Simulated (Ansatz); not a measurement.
Base system: SiO2 in the CdI2 type structure (space group P-3m1, No. 164; a = 2.670 Å, c = 4.509 Å; a hypothetical phase, not in the database extracts checked; layered, stacked along the Cartesian z axis).

Perturbation: every lattice vector is stretched by 1.20 %; the atoms relax in the strained cell.

Levels (all Ansatz, a program for electronic structure, PAW): PBEsol-D3(BJ) (420 eV, no SOC); r2SCAN (500 eV, no spin-orbit coupling); HSE06 (420 eV, spin-orbit coupling left out).

One geometry, relaxed with PBEsol-D3(BJ), under each level:

```tsv
level	band gap	lowest conduction level above the VBM at special points	electron mass
PBEsol-D3(BJ)	5.89 eV	Γ 5.89 eV; A 6.88 eV; M 7.48 eV; L 7.62 eV	0.77 mₑ along c, 0.36 mₑ across (at Γ)
r2SCAN	…	…	…
HSE06	7.94 eV	Γ 7.94 eV; A 9.02 eV; M 9.62 eV	–
```

Problem. Give the withheld r2SCAN results.

Solution. 
- r2SCAN, band gap: 6.81 eV
- r2SCAN, lowest conduction level above the VBM at special points: Γ 6.81 eV; A 7.87 eV; M 8.57 eV; L 8.70 eV
- r2SCAN, electron mass: 0.74 mₑ along c, 0.37 mₑ across (at Γ)

Single points use the geometry relaxed with PBEsol-D3(BJ). HSE06 gaps are upper bounds (no full band path). Masses are band curvatures over ±0.01 Å⁻¹ around the edge. No phonon test of stability was made.
